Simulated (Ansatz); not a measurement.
W2B2Si (model structure, started from the Fe2AlB2 type, Cmmm, No. 65, 5 atoms in the cell)

Level of theory: r²SCAN (plane waves, PAW; Ansatz, a program for electronic structure).

Run with plane-wave cutoff 560 eV, 18×18×18 k mesh, Fermi–Dirac smearing 0.05 eV, no spin polarisation, scalar-relativistic PAW data made under PBE.

Cell (relaxed at this level):

```cif
data_B2SiW2
_chemical_formula_sum 'Si1 W2 B2'
_space_group_name_H-M_alt 'P 1'
_space_group_IT_number 1
_cell_length_a 5.78461
_cell_length_b 5.78461
_cell_length_c 3.12926
_cell_angle_alpha 90.000
_cell_angle_beta 90.000
_cell_angle_gamma 149.395
loop_
_space_group_symop_operation_xyz
  'x, y, z'
loop_
_atom_site_label
_atom_site_type_symbol
_atom_site_fract_x
_atom_site_fract_y
_atom_site_fract_z
_atom_site_occupancy
Si1 Si 0.00000 0.00000 0.00000 1
W1 W 0.36344 0.63656 0.50000 1
W2 W 0.63656 0.36344 0.50000 1
B1 B 0.20564 0.79436 0.00000 1
B2 B 0.79436 0.20564 0.00000 1
```

```json
{
  "bulk_modulus": "299 GPa"
}
```

Note: the run has no spin polarisation, so it can have missed a magnetic state; the bulk modulus is −V dP/dV from two relaxed cells at ±2 % in volume; the relaxation could raise the start's symmetry but not lower it, so the cell can be a saddle point.

Spin–orbit coupling is not included; it can open a gap where bands touch, and shift volumes and moduli.

Static lattice: no zero-point or thermal effects.

Cost on a shared machine: roughly 24 core-minutes.

A model structure was made by putting elements into a prototype or built by hand; it is no filed structure, need not be a known phase, and can be a saddle point held by its symmetry.
